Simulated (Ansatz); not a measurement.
Given:

End structure of Cl on the 1x1 (0001) surface of hcp Ru, one in a 2x2 cell, started at the site 'hollow Ru-Ru-Ru over Ru at depth 2.1 Å':

```yaml
crystal:
  lattice:
    - [5.44280, 0.00000, 0.00000]
    - [-2.72140, 4.71360, 0.00000]
    - [0.00000, 0.00000, 25.50000]
  atoms:
    - { symbol: Ru, position: [0.33333, 0.16667, 0.37633] }
    - { symbol: Ru, position: [0.33333, 0.66667, 0.37633] }
    - { symbol: Ru, position: [0.83333, 0.16667, 0.37633] }
    - { symbol: Ru, position: [0.83333, 0.66667, 0.37633] }
    - { symbol: Ru, position: [0.16667, 0.33333, 0.45766] }
    - { symbol: Ru, position: [0.16667, 0.83333, 0.45766] }
    - { symbol: Ru, position: [0.66667, 0.33333, 0.45766] }
    - { symbol: Ru, position: [0.66667, 0.83333, 0.45766] }
    - { symbol: Ru, position: [0.33333, 0.16667, 0.54164] }
    - { symbol: Ru, position: [0.33191, 0.66595, 0.54281] }
    - { symbol: Ru, position: [0.83405, 0.16809, 0.54281] }
    - { symbol: Ru, position: [0.83405, 0.66595, 0.54281] }
    - { symbol: Ru, position: [0.16843, 0.33157, 0.62405] }
    - { symbol: Ru, position: [0.16843, 0.83685, 0.62405] }
    - { symbol: Ru, position: [0.66315, 0.33157, 0.62405] }
    - { symbol: Ru, position: [0.66667, 0.83333, 0.62224] }
    - { symbol: Cl, position: [0.33333, 0.16667, 0.70029] }
```

Set-up: 17 atoms, 6.3 Å thick at the start under the adsorbate (thin: gaps and levels are the slab's own); mesh 6x6x1; 0.1 eV smearing; dipole correction on; 8 atoms held, the rest relaxed; held to the start's symmetry, so lower structures may exist; no spin, no spin-orbit, no U, no dispersion correction. At the end it is bonded to 3 Ru. In PBE this state lies 0.04 eV over the lowest of the starts that converged ('hollow Ru-Ru-Ru').

A negative adsorption energy means that the adsorbate is more stable on the surface than in its reference.

Question: Estimate the change of the work function that Ansatz (a first-principles code) with PBE returns for this input.

Answer: -0.19 eV

Question: What change of the step from the bottom to the top vacuum level, against the clean slab does PBE give?

Answer: -0.15 eV

Question: Predict the work function of the top face from PBE.

Answer: 4.81 eV

Question: What is the computed adsorption energy against ½ Cl2(g) (PBE)?

Answer: -2.28 eV
